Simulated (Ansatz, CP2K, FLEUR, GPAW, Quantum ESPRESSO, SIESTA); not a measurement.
**Ni3Se2 (R32, 5 atoms in the cell) computed with different codes at matched settings**

Self-consistent single point.

```
CELL_PARAMETERS angstrom
      2.93861     1.69661     2.35543
     -2.93861     1.69661     2.35543
      0.00000    -3.39322     2.35543
ATOMIC_POSITIONS crystal
  Ni 0.24677 0.75323 0.00000
  Ni 0.00000 0.24677 0.75323
  Ni 0.75323 0.00000 0.24677
  Se 0.25788 0.25788 0.25788
  Se 0.74212 0.74212 0.74212
```

All programs got the same cell, k-point mesh and kind of occupations (in Ansatz's words: kpoints.mp_grid.grid = 7 7 7; scf.occupations.method = gaussian; scf.occupations.width = 0.1 eV); potentials, basis and cutoffs are each program's usual ones.

```tsv
code	model	pressure (GPa)	largest force (eV/Å)	k-points	cutoff
CP2K	LDA (Pade form), GPW, DZVP-MOLOPT-SR-GTH basis, GTH-PADE potentials (GTH_POTENTIALS)	1.01	0.354	172	grid 600 Ry
Quantum ESPRESSO	LDA (PZ), PSlibrary PAW (LDA) pseudopotentials	1.11	0.318	44	50 Ry
GPAW	LDA (Perdew-Wang 92), GPAW PAW datasets LDA (gpaw-data 1.0.1)	1.38	0.301	44	850 eV
FLEUR	LDA (Perdew-Zunger), all-electron FLAPW (FLEUR), scalar-relativistic valence	–	0.250	44	Kmax 3.9 1/bohr
Ansatz	LDA (PW92), PAW files made with PBE	0.26	0.195	44	default
SIESTA	LDA PW92, numerical atomic orbitals DZP, PseudoDojo LDA standard norm-conserving potentials (rewritten from UPF to PSML)	2.87	0.961	172	grid 400 Ry
```

Size of the force on each atom (eV/Å): Sizes of forces hide their directions.

```csv
code,Ni1,Ni2,Ni3,Se4,Se5
CP2K,0.154,0.154,0.154,0.354,0.354
Quantum ESPRESSO,0.141,0.141,0.141,0.318,0.318
GPAW,0.158,0.158,0.158,0.301,0.301
FLEUR,0.088,0.088,0.088,0.250,0.250
Ansatz,0.121,0.121,0.121,0.195,0.195
SIESTA,0.295,0.295,0.295,0.961,0.961
```

A dash marks a value that a program does not give, or that is left out as unsure.

The spread over the programs that give each value: pressure within 2.61 GPa; largest force within 0.766 eV/Å.

The starting cell comes from a database of computed structures (which also holds hypothetical and non-ambient phases and stackings), without a prior relaxation at this level. Its lattice was rescaled by a random factor within 2.5 % of one. On Ansatz's run: Spin polarisation is off, so a magnetic state, if there is one, cannot be reached.

Question: Why do the programs differ, and what cannot be compared?

Answer: Differences of this kind can come from the potentials, where these differ, and from what each basis and cutoff leave unconverged. The valence holds different numbers of electrons (CP2K 66, Quantum ESPRESSO 42, GPAW 60, FLEUR 80, Ansatz (an electronic-structure program) 86, SIESTA 86). The zero of total energies and Fermi levels follows the potentials and each program's conventions, so they are not compared here. CP2K and SIESTA use small atom-centred bases, whose incompleteness enters pressures, forces and empty levels differently from a plane-wave cutoff. FLEUR treats all electrons, but the usual bases taken here (sphere radii, linearisation, local orbitals, empty states) were not tested for convergence, so the values are no reference for the others. Ansatz's pressure is given at a fixed set of plane waves, as the other plane-wave codes print theirs; with its correction for the finite basis it is 0.33 GPa. The same LDA comes in different parametrisations, which differ slightly. The programs reduce the same mesh by symmetry to different extents, which changes the work and not the result. In the pressure, SIESTA (by 1.76) lies more than 1 GPa from the median of the plane-wave programs. In the force vectors, Ansatz (by 0.105) and SIESTA (by 0.660) lie more than 0.08 eV/Å from the median of the plane-wave programs.

Left out of this page: ABINIT (failed or unconverged); Elk (not drawn, or without a comparable value).

Keys are those of Ansatz 0.2.
